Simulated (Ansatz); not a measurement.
Input:

```
CELL_PARAMETERS angstrom
      3.94001     0.00000     0.00000
      0.00000     3.94001     0.00000
      0.00000     0.00000     4.16469
ATOMIC_POSITIONS crystal
  Ti 0.50000 0.50000 0.45568
  Ba 0.00000 0.00000 0.93686
  O  0.50000 0.50000 0.89173
  O  0.50000 0.00000 0.41086
  O  0.00000 0.50000 0.41086
```

No spin polarisation.

Method: r2SCAN (Ansatz, a quantum-chemistry and plane-wave program, PAW, spin-orbit coupling left out). k-mesh 8×8×8 (Γ-centred); smearing 0.05 eV (Fermi–Dirac).

Question: Predict the smallest direct gap, band gap and space group.

Answer: The smallest direct gap comes out as 2.80 eV and the band gap is 2.25 eV. The space group comes out as P4mm (No. 99).

The cells carry an imposed strain or load. Stability against distortions was not tested. The final runs are not spin-polarised. The cell was made from BaTiO₃ (space group P4mm, No. 99) by this change: biaxial strain −0.81 %, plane normal [001], relaxed out of plane.
